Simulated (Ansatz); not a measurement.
Here is the system:

```yaml
crystal:
  lattice:
    - [2.63756, 0.00000, 0.00000]
    - [-1.31878, 2.28420, 0.00000]
    - [0.00000, 0.00000, 4.16393]
  atoms:
    - { symbol: Ru, position: [0.66667, 0.33333, 0.75000] }
    - { symbol: Ru, position: [0.33333, 0.66667, 0.25000] }
```

No spin polarisation.

Method: PBEsol (Ansatz, a program for electronic structure; PAW; 420 eV plane waves; no SOC). Settings: 25×25×14 k-points, 0.1 eV Fermi–Dirac smearing.

Question: What band gap does the calculation give?

Answer: Zero.

Question: What is the computed pressure (mean of the normal stresses, compression positive)?

Answer: 24.3 GPa.

The cells carry an imposed strain or load. No phonon test of stability was made. All final runs are without spin polarisation. The cell was made from Ru in the hcp (Mg type) structure (space group P6_3/mmc, No. 194) by this change: isotropic strain −2.00 %.
